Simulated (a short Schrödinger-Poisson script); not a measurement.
# Gated Al0.4Ga0.6As/GaAs δ-doped gas

System: gated Al0.4Ga0.6As/GaAs δ-doped gas, at 300 K.

```csv
layer,material,thickness (nm),Na (cm⁻³)
1,Al0.4Ga0.6As,8,-
2,Al0.4Ga0.6As,10,-
3,GaAs,6000,3e15
```

The device is made up for the run: typed textbook-type constants, with dimensions and the other settings drawn at random. Al0.4Ga0.6As: permittivity 11.76, conduction-band edge (eV) 0.316, gap (eV) 1.923, electron mass (mₑ) 0.1002, Nv at 300 K (cm⁻³) 9e18. GaAs: permittivity 12.9, conduction-band edge (eV) 0, gap (eV) 1.424, Nv at 300 K (cm⁻³) 9e18.

Channel valleys (confinement mass, in-plane density-of-states mass, number): Γ 0.067, 0.067, 1. At the gate the conduction-band edge of layer 1 lies 1.07 eV − eVg above the Fermi level of the channel; the field vanishes at the back. Sheet of ionised δ-doping: +3.7e12 e/cm² at 8 nm from the gate. The barrier under the gate holds no holes. Gaps are held at their typed values at every temperature. Mesh 0.08 nm at interfaces.

Solved with a short Schrödinger-Poisson script written for these runs: 1D Poisson equation in equilibrium, electrons quantum, Hartree (BenDaniel-Duke, 40 states a valley, the channel's in-plane mass for all, wave functions free to enter the barrier), parabolic valleys, classical holes, full ionisation, no traps, pinning or gate leakage.

| Vg (V) | electrons (cm⁻²) | in the channel layer | C (μF/cm²) | Γ E0 (meV) | Γ E1 (meV) |
|---|---|---|---|---|---|
| 0.5 | 3.66e11 | 3.61e11 | 0.384 | 21.2 | 61.6 |
| 0.45 | 2.51e11 | 2.48e11 | 0.352 | 33.1 | 70.7 |
| 0.4 | 1.50e11 | 1.48e11 | 0.303 | 48.5 | 83.5 |
| 0.35 | 6.89e10 | 6.83e10 | 0.220 | 70.2 | 102.8 |
| 0.3 | 2.08e10 | 2.06e10 | 0.108 | 102.3 | 133.3 |
| 0.25 | 4.10e9 | 4.07e9 | 0.0379 | 144.9 | 174.9 |
| 0.2 | 6.75e8 | 6.70e8 | 0.0197 | 191.9 | 221.3 |
| 0.15 | 1.07e8 | 1.06e8 | 0.0168 | 239.8 | 268.7 |
| 0.1 | 1.69e7 | 1.68e7 | 0.0167 | 287.8 | 316.2 |
| 0.05 | 2.68e6 | 2.66e6 | 0.0171 | 335.8 | 363.7 |

Gate voltages with under 1e6 electrons/cm² are left out.

Subbands count from the Fermi level.
